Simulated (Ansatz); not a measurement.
The starting structures come from a database of crystals and need not be the phases stable at ambient conditions.

```xyz
16
Lattice="5.5951 0.0000 0.0000 -2.7976 9.2570 0.0000 0.0000 0.0000 7.6730" Properties=species:S:1:pos:R:3 pbc="T T T"
Na     0.9351     3.1422     5.7547
Na     3.7327     6.1148     1.9182
Nb    -1.5512     7.2208     5.7547
Nb     1.2463     2.0362     1.9182
Cu     1.3358     0.0000     0.0000
Cu     1.3358     0.0000     3.8365
Cu     1.2591     7.3302     5.7547
Cu     4.0567     1.9267     1.9182
S      2.6109     5.4412     5.7547
S     -0.1867     3.8157     1.9182
S     -0.1616     7.3306     7.6161
S      2.6359     1.9264     0.0569
S     -0.1616     7.3306     3.8934
S      2.6359     1.9264     3.7796
S      5.5469     0.0759     1.9182
S      2.7494     9.1811     5.7547
```

Space group of this cell: Ama2. The cell is taken as given; by r2SCAN its mean pressure is -1.6 GPa.

Transport runs along the normal of the first two printed cell vectors.

The gap is the functional's own, uncorrected, and κ follows it; spin-orbit coupling is left out. Mid-gap values are interpolated between the computed energies.

Task: Estimate the band gap and the smallest decay constant κ at mid-gap that r2SCAN (Ansatz, an electronic-structure program) returns for this system.

Result: Gap 1.92 eV on a 6×6×4 mesh; κ = 0.278 1/Å, at the zone centre.
